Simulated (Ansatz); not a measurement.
A (3,1) carbon nanotube has 52 atoms in a period of 15.335 Å, a mean diameter of 3.05 Å, and lies 966 meV/atom over the flat sheet relaxed at the same level.

Calculation: PBE (plane waves to 420 eV, PAW; Ansatz, a first-principles code). Mesh 1×1×6. No spin polarisation. One-dimensional cell, images about 11 Å apart. An idealised model, rolled from the flat sheet. Only distortions within the start's symmetry and period were free.

Task: Which bending rigidity of the sheet does this imply in the thin-plate picture?

Result: A plate bent to radius R stores D/(2R²) an area. The area an atom is π × 3.05 × 15.335/52 = 2.83 Å², so the stored energy is 0.966/2.83 = 0.3413 eV/Å². With R = 1.525 Å, D = 2R² × 0.3413 = 1.6 eV. At this curvature the harmonic plate is a rough guide.
